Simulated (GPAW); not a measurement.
**Parameter sweep on GaSn3 (I4/mmm, 4 atoms in the cell)**

```cif
data_GaSn3
_chemical_formula_sum 'Ga1 Sn3'
_space_group_name_H-M_alt 'P 1'
_space_group_IT_number 1
_cell_length_a 5.86881
_cell_length_b 5.86881
_cell_length_c 5.86881
_cell_angle_alpha 134.439
_cell_angle_beta 134.439
_cell_angle_gamma 66.403
loop_
_space_group_symop_operation_xyz
  'x, y, z'
loop_
_atom_site_label
_atom_site_type_symbol
_atom_site_fract_x
_atom_site_fract_y
_atom_site_fract_z
_atom_site_occupancy
Ga1 Ga 0.00000 0.00000 0.00000 1
Sn1 Sn 0.75000 0.25000 0.50000 1
Sn2 Sn 0.25000 0.75000 0.50000 1
Sn3 Sn 0.50000 0.50000 0.00000 1
```

Base run A: LDA (Perdew-Wang 92), GPAW PAW datasets LDA (gpaw-data 1.0.1) run with GPAW 25.7.0, self-consistent single point.

Its settings: mode = pw; ecut = 600 eV; xc = LDA; kpts = 5 5 5; mesh shift (steps) = 0 0 0; occupations.name = methfessel-paxton; occupations.width = 0.272 eV; occupations.order = 1; nbands = -12; symmetry.symmorphic = false; symmetry.tolerance = 0.0005; maxiter = 100.

The starting cell comes from a database of computed structures (which also holds hypothetical and non-ambient phases and stackings), without a prior relaxation at this level. In the base run, with a pressure of about -3 GPa the cell is away from its equilibrium volume at this level.

ΔF is the free energy per atom less that of run A. 

Runs:
- B: occupations.width: 0.272 eV → 0.2 eV; occupations.order: 1 → 0
- C: occupations.width: 0.272 eV → 0.3 eV; occupations.order: 1 → 0
- D: occupations.name: methfessel-paxton → fermi-dirac; occupations.width: 0.272 eV → 0.1 eV; occupations.order: 1 → default
- E: occupations.name: methfessel-paxton → fermi-dirac; occupations.width: 0.272 eV → 0.3 eV; occupations.order: 1 → default
- F: occupations.width: 0.272 eV → 0.05 eV
- G: occupations.width: 0.272 eV → 0.2 eV
- H: occupations.name: methfessel-paxton → marzari-vanderbilt; occupations.width: 0.272 eV → 0.05 eV; occupations.order: 1 → default
- I: occupations.name: methfessel-paxton → marzari-vanderbilt; occupations.width: 0.272 eV → 0.1 eV; occupations.order: 1 → default
- J: occupations.name: methfessel-paxton → improved-tetrahedron-method; occupations.width: 0.272 eV → default; occupations.order: 1 → default

```csv
run,ΔF (meV/atom),pressure (GPa),TS (meV/atom)
A,0.00,-3.02,-2.2
B,-4.4,-2.98,7.5
C,-9.5,-2.96,19.5
D,-7.1,-2.96,13.6
E,-66.2,-2.79,138.1
F,-1.18,-3.06,0.2
G,-0.62,-3.06,-1.7
H,-1.24,-3.06,0.1
I,-1.22,-3.09,-0.1
J,-2.2,-3.01,0.0
```

Run H against A: The free energy falls by 1.2 meV/atom and the pressure moves little (-3.02 to -3.06 GPa).

Run D against A: The free energy drops by 7.1 meV/atom and the pressure moves little (-3.02 to -2.96 GPa).
